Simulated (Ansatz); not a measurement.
Input and output of a self-consistent single point for BSe (P6_3/mmc, 8 atoms in the cell) (Ansatz, a quantum-chemistry and plane-wave program).

Computed with PBE (plane waves, PAW; Ansatz).

```yaml
crystal:
  lattice:
    - [2.99855, 0.00000, 0.00000]
    - [-1.49928, 2.59682, 0.00000]
    - [0.00000, 0.00000, 12.95054]
  atoms:
    - { symbol: B, position: [0.33333, 0.66667, 0.17100] }
    - { symbol: B, position: [0.66667, 0.33333, 0.67100] }
    - { symbol: B, position: [0.66667, 0.33333, 0.82900] }
    - { symbol: B, position: [0.33333, 0.66667, 0.32900] }
    - { symbol: Se, position: [0.33333, 0.66667, 0.60160] }
    - { symbol: Se, position: [0.66667, 0.33333, 0.10160] }
    - { symbol: Se, position: [0.66667, 0.33333, 0.39840] }
    - { symbol: Se, position: [0.33333, 0.66667, 0.89840] }
```

Reference input (self-consistent single point, DFT, PBE, plane waves, default PAW files): kpoints.mp_grid.grid = 9 9 2; hamiltonian.xc = pbe; hamiltonian.pseudopotentials = {kind: paw} (the program's default PAW files); scf.occupations.method = gaussian; scf.occupations.width = 0.01 Ry. This run's input differs from it in these lines:

Ansatz 0.2 input:
```diff
@@ -17,3 +17,3 @@
   mp_grid:
-    grid: [9, 9, 2]
+    grid: [7, 7, 2]
 hamiltonian:
@@ -25,3 +25,3 @@
     method: gaussian
-    width: 0.01 Ry
+    width: 0.022 Ry
 output:
```

Output, abridged:

```
SCF iter   1: F=—  HF=-22496.834239 eV  |F-HF|=—  |Δ(HF+E_count)|=         —  Δρ=4.22e-3  dr2=1.49e-2  ethr=1.77e-3  ⟨swp⟩=5.3  Hψ=2673  notcnv=0
all-band conjugate gradients solve this SCF's bands
preconditioner: auto → Kerker (q_TF=auto, 2.603 Å⁻¹)
SCF iter   2: F=—  HF=-22496.833497 eV  |F-HF|=—  |Δ(HF+E_count)|=   7.42e-4  Δρ=2.70e-3  dr2=6.84e-3  ethr=1.97e-5  ⟨swp⟩=1.1  Hψ=866  notcnv=0
   [... lines left out ...]
SCF iter   5: F=—  HF=-22496.832954 eV  |F-HF|=—  |Δ(HF+E_count)|=   2.47e-5  Δρ=1.14e-4  dr2=2.14e-5  ethr=3.28e-7  ⟨swp⟩=2.0  Hψ=1307  notcnv=0
SCF iter   6: F=—  HF=-22496.832908 eV  |F-HF|=—  |Δ(HF+E_count)|=   4.57e-5  Δρ=3.82e-5  dr2=3.03e-6  ethr=2.82e-8  ⟨swp⟩=2.0  Hψ=1307  notcnv=0
SCF iter   7: F=—  HF=-22496.832908 eV  |F-HF|=—  |Δ(HF+E_count)|=   3.30e-7  Δρ=1.12e-5  dr2=2.90e-7  ethr=3.99e-9  ⟨swp⟩=2.5  Hψ=1073  notcnv=0
SCF iter   8: F=-22496.832908 eV  HF=-22496.832908 eV  |F-HF|=1.01e-8  |Δ(HF+E_count)|=   3.07e-8  Δρ=3.47e-6  dr2=2.28e-8  ethr=1.32e-10  ⟨swp⟩=8.1  Hψ=3196  notcnv=0
SCF 1 converged in 8 iterations: F = -22496.832908 eV  dr2 = 2.28e-8
Free energy (F): -22496.832908 eV
Internal energy: -22496.813907 eV  (E = F + TS)
E sigma→0 (E₀):  -22496.823408 eV
Entropy (-TS):   -0.019001 eV (-2.375 meV/atom)
Fermi energy:    13.549468 eV
--- Forces (eV/Å), atoms counted from 1 ---
  atom   1  B     -0.00000000     0.00000000     3.81054033
  atom   2  B     -0.00000000    -0.00000000     3.81054033
  atom   3  B     -0.00000000    -0.00000000    -3.81054033
  atom   4  B     -0.00000000     0.00000000    -3.81054033
  atom   5  Se    -0.00000000     0.00000000     0.17162172
  atom   6  Se     0.00000000    -0.00000000     0.17162172
  atom   7  Se    -0.00000000    -0.00000000    -0.17162172
  atom   8  Se     0.00000000     0.00000000    -0.17162172
--- Stress (GPa, compression-positive) ---
       42.526337      -0.000000       0.000000
       -0.000000      42.526337       0.000000
        0.000000       0.000000       3.391617
  P = ⅓ Tr σ = 29.4814 GPa (294.814 kbar)
  The stress holds the Pulay correction. Without it, at fixed plane waves, as pw.x and ABINIT print it: P = 29.3760 GPa
```

The run converged in 8 iterations. Against the reference run the free energy goes up by 3.1 meV/atom, the pressure stays near 29.48 GPa while the zz stress (positive for compression) goes from 3.76 to 3.39 GPa and the largest force goes from 3.831 to 3.811 eV/Å.

The starting cell was generated: these elements placed on a structure prototype, without a prior relaxation; it need not be a known phase or ordering of this composition. With a pressure of about 29 GPa the cell is away from its equilibrium volume at this level. Forces in this geometry exceed 1 eV/Å. Ansatz's pressure includes its estimate of the finite-basis (Pulay) stress. The run gives no clean gap (levels at the Fermi energy touch, overlap or are partly filled at this smearing), which alone does not show that the compound is a metal.
